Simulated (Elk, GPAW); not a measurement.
A GPAW input for a self-consistent single point of KSr3 (Fm-3m, 4 atoms in the cell) (DFT PBEsol, plane waves, GPAW PAW datasets PBEsol (made by gpaw-setup)):

```python
from ase import Atoms
from ase.units import GPa
from gpaw import GPAW

atoms = Atoms(['K', 'Sr', 'Sr', 'Sr'],
              cell=[[0.000000, 4.971697, 4.971697],
                    [4.971697, 0.000000, 4.971697],
                    [4.971697, 4.971697, 0.000000]],
              scaled_positions=[[0.000000, 0.000000, 0.000000],
                                [0.250000, 0.250000, 0.250000],
                                [0.750000, 0.750000, 0.750000],
                                [0.500000, 0.500000, 0.500000]],
              pbc=True)

calc = GPAW(mode={'name': 'pw', 'ecut': 550},
            xc='PBEsol',
            kpts=(5, 5, 5),
            occupations={'name': 'fermi-dirac', 'width': 0.05},
            nbands=-8,
            convergence={'forces': 0.001},
            symmetry={'symmorphic': False, 'tolerance': 0.0005},
            maxiter=150)

atoms.calc = calc

energy = atoms.get_potential_energy()
print('Energy (eV):', round(energy, 6))
forces = atoms.get_forces()
print('Forces (eV/Ang):')
print(forces.round(5))
stress = atoms.get_stress()
print('Stress (GPa, Voigt):', (stress / GPa).round(4))
```

**Question.** Translate this input to Elk.

**Answer.** This is the input that was run; spellings and numerical settings could be chosen otherwise.

```
tasks
  0

xctype
  22

tforce
  .true.

rgkmax
  7.5

gmaxvr
  18.0

lmaxapw
  10

lmaxo
  8

nxlo
  2

lorbcnd
  .true.

lradstp
  2

nrmtscf
  2.0

lmaxi
  4

stype
  3

swidth
  0.00183747

avec
    0.0000000000    9.3951457046    9.3951457046
    9.3951457046    0.0000000000    9.3951457046
    9.3951457046    9.3951457046    0.0000000000

sppath
  'species/'

atoms
  2   : nspecies
  'K.in'   : spfname
  1   : natoms; atposl, bfcmt below
  0.0000000000  0.0000000000  0.0000000000    0.0 0.0 0.0
  'Sr.in'   : spfname
  3   : natoms; atposl, bfcmt below
  0.2500000000  0.2500000000  0.2500000000    0.0 0.0 0.0
  0.7500000000  0.7500000000  0.7500000000    0.0 0.0 0.0
  0.5000000000  0.5000000000  0.5000000000    0.0 0.0 0.0

ngridk
  5 5 5
```

Basis, cutoffs, solver keys and any potentials are the target program's own. This input uses DFT, PBEsol, all-electron FP-LAPW, Elk's shipped species files, APW+lo basis with extra local orbitals.

The starting cell comes from a database of computed structures (which also holds hypothetical and non-ambient phases and stackings), without a prior relaxation at this level. Its lattice was rescaled by a random factor within 2.5 % of one.
